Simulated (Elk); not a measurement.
Band structure of TiOs (Pm-3m, 2 atoms in the cell).

```
CELL_PARAMETERS angstrom
      3.08463     0.00000     0.00000
      0.00000     3.08463     0.00000
      0.00000     0.00000     3.08463
ATOMIC_POSITIONS crystal
  Ti 0.50000 0.50000 0.50000
  Os 0.00000 0.00000 0.00000
```

Level of theory: PBEsol, all-electron FP-LAPW, Elk's shipped species files, APW+lo basis with extra local orbitals in Elk.

Settings: xctype = 22; rgkmax = 8; stype = 0; swidth = 0.00367493 Ha; ngridk = 14 14 14; gmaxvr = 16 1/bohr; nxlo = 2; lorbcnd = true; rmtscf = 0.91; lmaxi = 3; maxscl = 100.

The starting cell comes from a database of computed structures (which also holds hypothetical and non-ambient phases and stackings), without a prior relaxation at this level. Spin-orbit coupling is off. Spin polarisation is off. Values depend on the basis (sphere radii, cutoffs, local orbitals), which need not be converged.

Levels in eV from the Fermi level, bands 18 to 25:
```
point     18     19     20     21     22    23    24    25
-----  -----  -----  -----  -----  -----  ----  ----  ----
Γ      -5.24  -1.29  -1.29  -1.29   1.88  1.88  3.71  3.71
X      -3.38  -1.60  -1.60  -0.88  -0.07  0.68  0.68  1.96
M      -3.13  -3.13   0.91   0.91   1.13  1.23  2.16  2.95
R      -3.64  -1.53  -1.53  -1.53   1.34  1.34  3.02  3.02
```

Bands cross the Fermi level along this path, so the cell is metallic at this level.
